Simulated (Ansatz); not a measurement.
Start from WC (space group P-6m2, No. 187; a = 2.8991 Å, c = 2.8268 Å; relaxed with 0.1 eV smearing). Axes: x lies along a and z along c of the hexagonal cell.

Method: PBEsol (Ansatz, a program for electronic structure; PAW; 420 eV plane waves; no SOC).

Base values:

```
Property                         Value
-----------------------------  -------
Shortest interatomic distance  2.191 Å
```

Now apply this change: biaxial strain −2.00 %, plane normal [001], relaxed out of plane (Cartesian); in-plane vectors clamped, the third vector and the atoms free.

### Question
Predict the new in-plane stress.

### Answer
The mean in-plane stress (compression positive) comes out as +19.8 GPa.

### Question
What happens to the shortest interatomic distance?

### Answer
The shortest interatomic distance decreases by 0.018 Å (2.191 Å → 2.173 Å).

No phonon test of stability was made. All final runs are without spin polarisation.
